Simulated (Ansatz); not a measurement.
**Bi: biaxial strain −4.39 %, plane normal [001], relaxed out of plane**

Take Bi (space group R-3m, No. 166; a = 4.4724 Å, c = 11.2652 Å (hexagonal axes); relaxed with 0.1 eV smearing) as the base. Axes: x lies along a and z along c of the hexagonal cell.

Now apply this change: compressive biaxial strain of 4.39 % in the plane normal to [001], as in epitaxy on a mismatched substrate; the out-of-plane cell vector and the atoms relax.

Method: PBEsol-D3(BJ), PAW, 420 eV (Ansatz, a program for electronic structure; without spin-orbit coupling). k-mesh 16×16×16 (Γ-centred); smearing 0.1 eV (Fermi–Dirac).

The space group remains R-3m (No. 166) and the energy grows by 19 meV/atom. The pressure (mean of the normal stresses, compression positive) goes from zero to 1.1 GPa and the band gap remains zero. The out-of-plane strain is +6.28 % and the ratio −ε⊥/ε∥ comes out as 1.43. The mean in-plane stress (compression positive) is +1.6 GPa.

Final structure (turned so that z lies along the plane normal):

```
CELL_PARAMETERS angstrom
      4.27610     0.00000     0.00000
      2.13805     3.70321     0.00000
      2.13805    -1.23440     3.99095
ATOMIC_POSITIONS crystal
  Bi 0.51445 0.24278 0.72833
  Bi 0.48555 0.75722 0.27167
```

Spin-orbit coupling, missing from the scalar runs, can matter with Bi. No phonon test of stability was made.
